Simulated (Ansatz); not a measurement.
# A computed series for C: response to strain

Base system: C in the diamond structure (space group Fd-3m, No. 227; a = 3.532 Å). Axes: x, y, z lie along the cube axes.

Strains are applied to the cell and any free atomic positions relax; under biaxial strain the out-of-plane vector relaxes too.

Calculations: LDA/PAW in Ansatz (a program for electronic structure), no spin-orbit coupling.

```tsv
biaxial strain, plane normal [001], relaxed out of plane (%)	out-of-plane strain (%)
0	0.00
0.5	-0.13
1	-0.27
1.5	?
2	-0.53
2.5	-0.66
```

Fit ε⊥ = −νε + γε² (strains in %) to the rows shown and predict the withheld row.

Least squares on the printed values gives ν = 0.27 (the biaxial Poisson response) and γ = 0.002 (largest residual 0.00 %); this predicts -0.40 %, and the run gives -0.40 %, in agreement.

No phonon test of stability was made.
